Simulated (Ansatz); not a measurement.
System: Ta2O5 (model structure, Pbam, No. 55, 14 atoms in the cell). Method: r²SCAN+SOC in Ansatz (PAW).

Run with plane-wave cutoff 560 eV, 6×4×8 k mesh (along the axes of the cell as run), Fermi–Dirac smearing 0.01 eV, PAW data made under PBE.

Cell (relaxed with PBEsol):

```
CELL_PARAMETERS angstrom
      6.19554     0.00000     0.00000
      0.00000     7.32573     0.00000
      0.00000     0.00000     3.78664
ATOMIC_POSITIONS crystal
  Ta 0.22403 0.61971 0.00000
  Ta 0.72403 0.88029 0.00000
  Ta 0.77597 0.38029 0.00000
  Ta 0.27597 0.11971 0.00000
  O  0.19824 0.65828 0.50000
  O  0.69824 0.84172 0.50000
  O  0.80176 0.34172 0.50000
  O  0.30176 0.15828 0.50000
  O  0.50000 0.50000 0.00000
  O  0.00000 0.00000 0.00000
  O  0.38949 0.86036 0.00000
  O  0.88949 0.63964 0.00000
  O  0.61051 0.13964 0.00000
  O  0.11051 0.36036 0.00000
```

**Question.** Give the computed band gap and Γ–Γ gap.

**Answer.** 
* **band gap**: 2.64 eV (on the SCF k mesh)
* **Γ–Γ gap**: 3.71 eV

Note: the relaxation could raise the start's symmetry but not lower it, so the cell can be a saddle point; cell and atoms aren't relaxed at this level (largest force component 0.05 eV/Å).

Static lattice: no zero-point or thermal effects.

Computing time: around 20 core-minutes (rough).

A model structure was made by putting elements into a prototype or built by hand; it is no filed structure, need not be a known phase, and can be a saddle point held by its symmetry.

Ansatz is a first-principles code.
